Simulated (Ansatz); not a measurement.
The reference is Si in the diamond structure (space group Fd-3m, No. 227; a = 5.4443 Å). Axes: x, y, z lie along the cube axes.

All numbers come from r2SCAN, PAW, 500 eV (Ansatz, an electronic-structure program; no spin-orbit coupling).

Base values:

* **Valence-band top at Γ**: 0.00, 0.00, 0.00 eV

The change: biaxial strain +2.00 %, plane normal [001], relaxed out of plane (Cartesian); in-plane vectors clamped, the third vector and the atoms free.

Estimate the effect on the energy relative to the base, valence-band top at Γ and out-of-plane strain.

The energy rises by 8.9 meV/atom; the valence-band top at Γ (three highest levels, from the VBM) goes from 0.00, 0.00, 0.00 eV to 0.00, -0.25, -0.25 eV; the out-of-plane strain comes out as -1.48 %.

The levels and masses belong to the bands next to the band gap. Whether these cells are dynamically stable was not tested.
